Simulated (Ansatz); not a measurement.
The starting structures come from a database of crystals and need not be the phases stable at ambient conditions.

```xyz
18
Lattice="5.1702 0.0000 0.0000 0.0000 9.8781 0.0000 2.5851 0.0000 4.4775" Properties=species:S:1:pos:R:3 pbc="T T T"
Li     2.5851     7.4086     1.4925
Li     5.1702     2.4695     2.9850
Ca     0.0000     0.0000     0.0000
Ca     0.0000     4.9390     0.0000
Ga     5.1702     7.4086     2.9850
Ga     2.5851     2.4695     1.4925
F      5.9117     8.4923     4.3921
F      1.8436     1.3858     0.0855
F      3.5809     8.4923     2.9237
F      4.1744     1.3858     1.5539
F      6.0180     8.4923     1.6393
F      1.7373     1.3858     2.8382
F      6.7595     6.3248     2.9237
F      0.9958     3.5532     1.5539
F      4.3224     6.3248     1.6393
F      3.4329     3.5532     2.8382
F      4.4287     6.3248     4.3921
F      3.3266     3.5532     0.0855
```

Space group of this cell: P-31c. The cell is taken as given; by r2SCAN its mean pressure is -4.6 GPa.

Transport runs along the normal of the first two printed cell vectors, the (100) plane of the conventional cell.

The gap is the functional's own, uncorrected, and κ follows it; spin-orbit coupling is left out. Mid-gap values are interpolated between the computed energies.

Question: State the band gap and the smallest decay constant κ at mid-gap according to r2SCAN in Ansatz (a first-principles code).

Answer: Gap 7.25 eV on a 8×4×8 mesh; κ = 0.560 1/Å, at the zone centre.
